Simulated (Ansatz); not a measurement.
Functionals compared on a O vacancy (surface) in a 2x2 cell of the 1x1 (0001) surface of corundum (cut with top plane Al), in Ansatz (plane waves, PAW). The structure was relaxed with PBE; the other rows are single points on it, each with its references at the same level. Cutoff 420 eV (500 eV for r2SCAN). The points keep PBE's geometry, so the relaxation of a polaron and the settling of charge on one site are left out. HSE06 used the coarser mesh 2x2x1.

Host crystal: corundum, with a band gap (PBE, scalar-relativistic without spin-orbit coupling).

Model: 79-atom slab, 6.7 Å thick at the start (thin: gaps and levels are the slab's own), 3x3x1 mesh, Fermi-Dirac 0.01 eV, dipole correction, 16 atoms held, the rest relaxed; no symmetry held; spin-polarised from one start with parallel moments (other orders not tried), no spin-orbit, no U. The starting moment vanished. These notes are the PBE run's. r2SCAN: The program's check for a lower electronic state was not made. HSE06: The program's check for a lower electronic state was not made.

A dash marks a value that is undefined for that row or was read on another mesh.

| functional | formation energy (eV) | gap of the slab on its k-mesh (eV) | highest filled level below the top vacuum level (eV) | magnetic moment of the cell (μB) |
|---|---|---|---|---|
| PBE | 5.58 | 3.02 | 4.88 | 0.00 |
| r2SCAN | 6.29 | 3.60 | 5.02 | 0.00 |
| HSE06 | 6.01 | – | – | 0.00 |

Ansatz is an electronic-structure program.
